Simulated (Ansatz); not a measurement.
Pyrite PtAs₂ was calculated with LDA in Ansatz (plane waves, PAW).

Numerical settings: plane-wave cutoff 500 eV, 6×6×6 k mesh, gaussian smearing 0.02 eV, scalar-relativistic PAW data made under PBE.

Cell (relaxed at this level):

```
CELL_PARAMETERS angstrom
      5.94357     0.00000     0.00000
      0.00000     5.94357     0.00000
      0.00000     0.00000     5.94357
ATOMIC_POSITIONS crystal
  As 0.61687 0.88313 0.11687
  As 0.11687 0.61687 0.88313
  As 0.61687 0.61687 0.61687
  As 0.38313 0.38313 0.38313
  As 0.88313 0.11687 0.61687
  As 0.88313 0.38313 0.11687
  As 0.11687 0.88313 0.38313
  As 0.38313 0.11687 0.88313
  Pt 0.00000 0.50000 0.50000
  Pt 0.50000 0.00000 0.50000
  Pt 0.00000 0.00000 0.00000
  Pt 0.50000 0.50000 0.00000
```

Estimate the band gap that the calculation returns.


* **band gap**: 0.30 eV (on the SCF k mesh)

Spin–orbit coupling is not included; with these elements it can move the gap by several tenths of an eV or more.

Computed values are for the static lattice.

The result took very roughly 4 core-minutes.

Ansatz is a program for electronic structure.
